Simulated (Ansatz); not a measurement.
**Ir: Ir → P**

Base system: Ir in the fcc (Cu type) structure (space group Fm-3m, No. 225; a = 3.830 Å).

One thing is altered: every Ir is replaced by P, then cell and atoms are relaxed.

Calculations: PBEsol (Ansatz, a first-principles code, PAW, scalar-relativistic without spin-orbit coupling). k-mesh 21×21×21 (Γ-centred); smearing 0.05 eV (Fermi–Dirac).

```tsv
quantity	base	changed	shift
volume per atom	14.05 Å³	13.97 Å³	-0.08 Å³
density	22.72 g/cm³	3.68 g/cm³	-19.04 g/cm³
space group	Fm-3m (No. 225)	Fm-3m (No. 225)	–
shortest interatomic distance	2.709 Å	2.704 Å	-0.005 Å
band gap	zero	zero	–
```

Cost of the whole job for the changed cell (relaxation, final SCF and bands): about 11 core-seconds (a rough figure).

Whether these cells are dynamically stable was not tested. As relaxed here, P is a hypothetical phase, not in the database extracts checked. All final runs are without spin polarisation.
